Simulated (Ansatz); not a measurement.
Input:

End structure of a constructed model of the (100) surface of rock-salt TiN, top plane replaced by CrO (bottom of the slab: a bare face, its two planes held):

```
CELL_PARAMETERS angstrom
      3.00301     0.00000     0.00000
      0.00000     3.00301     0.00000
      0.00000     0.00000    26.50000
ATOMIC_POSITIONS crystal
  N  0.00000 0.00000 0.30262
  Ti 0.50000 0.50000 0.30262
  N  0.50000 0.50000 0.38275
  Ti 0.00000 0.00000 0.38275
  N  0.00000 0.00000 0.46303
  Ti 0.50000 0.50000 0.46359
  N  0.50000 0.50000 0.54283
  Ti 0.00000 0.00000 0.54329
  N  0.00000 0.00000 0.62475
  Ti 0.50000 0.50000 0.62106
  O  0.50000 0.50000 0.70543
  Cr 0.00000 0.00000 0.70530
```

Model: 12-atom slab, 10.5 Å thick at the start with caps and adatoms (thin: gaps and levels are the slab's own), 12x12x1 mesh, Fermi-Dirac 0.1 eV, dipole correction, 4 atoms held, the rest relaxed; symmetry of the start imposed; spin-polarised, ending with about 3.8 μB a cell; orders that need a larger cell were not tried, no spin-orbit, no U. It is one candidate, not shown to be the stable structure of the face.

Task: Estimate the work function of the top face that Ansatz (an electronic-structure program) with PBE returns for this input.

Result: 3.23 eV
